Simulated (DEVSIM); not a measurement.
Structure: illuminated Si n-on-p cell, one wavelength, at 250 K.

```
layer (left to right)  material  thickness (μm)  Nd (cm⁻³)  Na (cm⁻³)  τn (s)  τp (s)  absorption coefficient (cm⁻¹)
---------------------  --------  --------------  ---------  ---------  ------  ------  -----------------------------
1                            Si          0.0560     6.9e18          -  1.3e-8  2.5e-7                           5800
2                            Si             200          -     1.9e16    5e-7    5e-7                           5800
```

Left contact: ohmic, minority hole recombination velocity 3e5 cm/s. Right contact: ohmic, minority electron recombination velocity 1000 cm/s. Voltage is applied to the left contact. Recombination: SRH at mid-gap, radiative, Auger. Gap narrowing is on: ΔEg = 6.92 meV × (l + √(l² + 0.5)), l = ln(N/1.3e17 cm⁻³), shared equally by both band edges. Light enters at the left, 3.4e16 photons cm⁻² s⁻¹, one pass, no reflection. Mobility is μmin + (μ − μmin)/(1 + (N/Nref)^α).

Constants are typed, rounded textbook-type inputs, not results; the design itself was drawn at random and stands for no fabricated device. Values at 300 K; Nc and Nv go as T^1.5, mobilities as T to minus their exponent, the gap by Varshni's rule with the affinity fixed.

| parameter | Si |
|---|---|
| gap (eV) | 1.124 |
| affinity (eV) | 4.05 |
| permittivity | 11.7 |
| Nc (cm⁻³) | 2.86e19 |
| Nv (cm⁻³) | 3.1e19 |
| μn (cm²/Vs) | 1417 |
| μp (cm²/Vs) | 470 |
| μn,min | 52 |
| μp,min | 45 |
| Nref,n | 9.7e16 |
| Nref,p | 2.2e17 |
| αn | 0.68 |
| αp | 0.72 |
| T exponent of μn | 2.3 |
| T exponent of μp | 2.2 |
| B (cm³/s) | 4.7e-15 |
| Cn (cm⁶/s) | 2.8e-31 |
| Cp (cm⁶/s) | 9.9e-32 |
| Varshni α (eV/K) | 0.000473 |
| Varshni β (K) | 636 |

DEVSIM, 1D drift-diffusion, Boltzmann statistics, complete ionisation; no tunnelling, impact ionisation, image-force lowering or self-heating.

The thickness of layer 1 was swept, all else fixed.

```csv
thickness of layer 1 (μm),largest power (mW/cm²),short-circuit current (mA/cm²),dark forward voltage at 1 A/cm² (V),dark forward voltage at 100 A/cm² (V)
0.011,2.83,5.26,0.755,1.278
0.02,2.83,5.26,0.756,1.272
0.034,2.83,5.25,0.758,1.263
0.056,2.83,5.23,0.760,(withheld)
0.095,2.81,5.19,0.763,1.239
0.17,2.77,5.09,0.765,1.222
0.28,2.70,4.95,0.767,1.207
```

Complete the blanks.


- 0.056, dark forward voltage at 100 A/cm² (V): 1.253
